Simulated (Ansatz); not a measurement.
Cubic perovskite CsPbCl3 (cubic high-temperature phase) was calculated with PBE-D3(BJ) (PAW; Ansatz, a program for electronic structure).

Numerical settings: plane-wave cutoff 520 eV, 6×6×6 k mesh, Fermi–Dirac smearing 0.01 eV, scalar-relativistic PAW data made under PBE.

Energies at three volumes about the minimum:

```
V (Å³/atom)  E − E_lowest (meV/atom)
-----------  -----------------------
35.706                          1.14
36.435                          0.00
37.163                          1.06
```

Question: Fit a parabola by hand: where is the minimum, what lattice constant follows, and what is the bulk modulus?

Answer: Slopes: (0.00 − 1.14)/(36.435 − 35.706) = -1.564 and (1.06 − 0.00)/(37.163 − 36.435) = 1.456 meV/Å³. Curvature E″ = 2 × (1.456 − (-1.564))/(37.163 − 35.706) = 4.146 meV/Å⁶. From the middle of the first interval, the slope vanishes at V0 = 36.0705 − (-1.564)/4.146 = 36.448 Å³/atom. B = V0 E″ = 36.448 × 4.146 meV/Å³ × 0.1602 GPa per meV/Å³ = 24.2 GPa. With 5 atoms in the cube, a = (5 × 36.448)^(1/3) = 5.670 Å. The full Birch–Murnaghan fit to all volumes gives V0 = 36.434 Å³/atom and B0 = 24.1 GPa.

Note: the relaxation could not lower the start's symmetry, so the cell can be a saddle point above a distorted one.
